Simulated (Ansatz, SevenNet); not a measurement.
**Rutile MgH₂: properties by level of theory**

Reference values: lattice constant a 4.517 Å (measured, temperature not stated, no zero-point or thermal correction; as tabulated in Ellinger et al., J. Am. Chem. Soc. 77, 2647 (1955) (COD 4124639)); lattice parameter c 3.021 Å (measured, temperature not stated, not corrected to a static lattice; as tabulated in Ellinger et al., J. Am. Chem. Soc. 77, 2647 (1955) (COD 4124639)).

```json
[
 {"level (code)": "SevenNet-0", "equilibrium lattice constant a (Å)": "4.524", "c axis length (Å)": "3.007"},
 {"level (code)": "LDA (Ansatz)", "equilibrium lattice constant a (Å)": "4.428", "c axis length (Å)": "2.973"},
 {"level (code)": "Hartree–Fock (Ansatz)", "equilibrium lattice constant a (Å)": "4.577", "c axis length (Å)": "3.018"}
]
```

Differences from the reference values (errors of the level alone only where the reference is corrected to a static lattice):

```tsv
level	lattice constant a (%)	lattice parameter c (%)
SevenNet-0	+0.15	-0.46
LDA	-1.97	-1.59
Hartree–Fock	+1.33	-0.10
```

Nearest: lattice constant a, not ranked (reference at room or unstated temperature); lattice parameter c, not ranked (reference at room or unstated temperature).

Machine-learned potentials (SevenNet-0) are trained on DFT data: a solid inside that data is no test of them.

Ansatz's density-functional and Hartree–Fock values are scalar-relativistic unless marked +SOC, with PAW data made under PBE.

Differences are worked out from the printed values.

The computed numbers hold no vibrational or temperature effects.

Ansatz is an electronic-structure program.
